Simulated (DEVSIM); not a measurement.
Device: abrupt Si n-p junction, at 300 K.

```
layer (left to right)  material  thickness (μm)  Nd (cm⁻³)  Na (cm⁻³)  τn (s)  τp (s)
---------------------  --------  --------------  ---------  ---------  ------  ------
1                            Si           0.340       6e15          -  1.6e-5  1.6e-5
2                            Si            65.0          -       1e15  1.6e-5  1.6e-5
```

Left contact: ohmic. Right contact: ohmic. Voltage is applied to the left contact. Recombination: SRH at mid-gap, Auger. Mobility is constant in doping.

This is a model device: material constants are rounded textbook-type values typed into the input, and sizes, dopings and lifetimes were drawn at random. Values at 300 K.

```csv
parameter,Si
gap (eV),1.124
affinity (eV),4.05
permittivity,11.7
Nc (cm⁻³),2.86e19
Nv (cm⁻³),3.1e19
μn (cm²/Vs),1417
μp (cm²/Vs),470
Cn (cm⁶/s),2.8e-31
Cp (cm⁶/s),9.9e-32
```

Simulated with DEVSIM: 1D drift-diffusion, Boltzmann statistics, complete ionisation; no tunnelling, impact ionisation, image-force lowering or self-heating.

The doping Na of layer 2 was swept, all else fixed.

| doping Na of layer 2 (cm^-3) | largest field in the device at zero bias (V/cm) | potential step across the device at zero bias (V) | dark forward voltage at 1 A/cm² (V) |
|---|---|---|---|
| 3e13 | 4500 | 0.547 | 0.699 |
| 1e14 | 5400 | 0.578 | 0.657 |
| 3e14 | 7400 | 0.607 | 0.632 |
| 1e15 | 12000 | 0.638 | 0.593 |
| 3e15 | 19000 | 0.666 | 0.553 |
| 1e16 | [?] | 0.697 | [?] |
| 3e16 | 33000 | 0.726 | 0.520 |

Problem. Complete the blanks.

Solution. 
- 1e16, largest field in the device at zero bias (V/cm): 27000
- 1e16, dark forward voltage at 1 A/cm² (V): 0.531
